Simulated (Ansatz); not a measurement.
The starting structures come from a database of crystals and need not be the phases stable at ambient conditions.

Inside the gap of an insulator the Bloch states are evanescent, with a wavenumber k + iκ along the transport direction.

Here is the system:

```
CELL_PARAMETERS angstrom
      5.87949     0.00000     0.00000
     -2.93975     5.09179     0.00000
      2.93975     1.69726     4.80059
ATOMIC_POSITIONS crystal
  Ba 0.50000 0.75000 0.75000
  Ba 0.50000 0.25000 0.25000
  Sc 0.00000 0.50000 0.50000
  Ta 0.00000 0.00000 0.00000
  O  0.00000 0.75743 0.24257
  O  0.00000 0.24257 0.75743
  O  0.00000 0.24257 0.24257
  O  0.00000 0.75743 0.75743
  O  0.51486 0.75743 0.24257
  O  0.48514 0.24257 0.75743
```

Space group of this cell: Fm-3m. The cell is taken as given; by r2SCAN its mean pressure is -4.6 GPa.

Transport runs along the normal of the first two printed cell vectors, the (111) plane of the conventional cell.

The gap is the functional's own, uncorrected, and κ follows it; spin-orbit coupling is left out. Mid-gap values are interpolated between the computed energies.

Give the band gap and the smallest decay constant κ at mid-gap that r2SCAN (Ansatz, an electronic-structure program) yields.

Gap 3.54 eV on a 8×8×8 mesh; κ = 0.356 1/Å, at the zone centre.
